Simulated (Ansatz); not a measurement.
We consider TiO2 (Pbcn, No. 60, 12 atoms in the cell; start mp-1439; high-pressure phase), described by PBE0 (PAW; Ansatz, a program for electronic structure).

Numerical settings: plane-wave cutoff 460 eV, 6×4×6 k mesh (along the axes of the cell as run), Fermi–Dirac smearing 0.01 eV, no spin polarisation, scalar-relativistic PAW data made under PBE.

Cell (relaxed with PBEsol):

```
CELL_PARAMETERS angstrom
      4.53836     0.00000     0.00000
      0.00000     5.49526     0.00000
      0.00000     0.00000     4.87893
ATOMIC_POSITIONS crystal
  Ti 0.50000 0.67521 0.75000
  Ti 0.50000 0.32479 0.25000
  Ti 0.00000 0.82479 0.25000
  Ti 0.00000 0.17521 0.75000
  O  0.72840 0.61817 0.08120
  O  0.27160 0.38183 0.91880
  O  0.77160 0.88183 0.58120
  O  0.22840 0.11817 0.41880
  O  0.22840 0.88183 0.91880
  O  0.77160 0.11817 0.08120
  O  0.27160 0.61817 0.41880
  O  0.72840 0.38183 0.58120
```

What does this level give for the band gap and smallest direct gap on the k points sampled?


- band gap = 4.97 eV (on the SCF k mesh) (indirect)
- smallest direct gap on the k points sampled = 5.03 eV

Note: cell and atoms aren't relaxed at this level (largest force component 0.03 eV/Å, pressure -1.0 GPa).

Computed values are for the static lattice.

Cost on a shared machine: around 12 core-minutes (rough).

A start named mp-… is a Materials Project structure, which need not be a measured phase.
